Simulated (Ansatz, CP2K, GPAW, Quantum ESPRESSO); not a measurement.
One structure in several programs: Hf2SbP (P6_3/mmc, 8 atoms in the cell)

Self-consistent single point.

```xyz
8
Lattice="3.8397 0.0000 0.0000 -1.9198 3.3252 0.0000 0.0000 0.0000 13.2109" Properties=species:S:1:pos:R:3 pbc="T T T"
Hf     1.9198     1.1084    11.8599
Hf     0.0000     2.2168     1.3509
Hf     0.0000     2.2168     5.2545
Hf     1.9198     1.1084     7.9564
Sb     0.0000     2.2168     9.9082
Sb     1.9198     1.1084     3.3027
P      0.0000     0.0000     0.0000
P      0.0000     0.0000     6.6054
```

Shared settings, as Ansatz (a first-principles code) writes them: kpoints.mp_grid.grid = 5 5 2; scf.occupations.method = fermi_dirac; scf.occupations.width = 0.1 eV. Potentials and cutoffs stand in the table.

| code | model | pressure (GPa) | largest force (eV/Å) | cutoff |
|---|---|---|---|---|
| CP2K | PBEsol, GPW, DZVP-MOLOPT-SR-GTH basis, GTH-PBE potentials (GTH_POTENTIALS) | -4.95 | 0.389 | grid 500 Ry |
| GPAW | PBEsol, GPAW PAW datasets PBEsol (made by gpaw-setup) | -6.00 | 0.080 | 550 eV |
| Quantum ESPRESSO | PBEsol, GBRV 1.5 ultrasoft (PBESOL) pseudopotentials | -6.38 | 0.131 | 40 Ry |
| Ansatz | PBEsol, PAW files made with PBE | -6.18 | 0.136 | default |

On Ansatz's run: spin-orbit coupling is off.

The spread over the programs that give each value: pressure within 1.43 GPa; largest force within 0.309 eV/Å.

CP2K uses small atom-centred bases, whose incompleteness enters pressures, forces and empty levels differently from a plane-wave cutoff. Ansatz's pressure is given at a fixed set of plane waves, as the other plane-wave codes print theirs; with its correction for the finite basis it is -6.15 GPa. In the pressure, CP2K (by 1.23) lies more than 1 GPa from the median of the plane-wave programs. In the force vectors, CP2K (by 0.258) lies more than 0.08 eV/Å from the median of the plane-wave programs.

The starting cell comes from a database of computed structures (which also holds hypothetical and non-ambient phases and stackings), without a prior relaxation at this level. Its lattice was rescaled by a random factor within 2.5 % of one.

Keys are those of Ansatz 0.2.
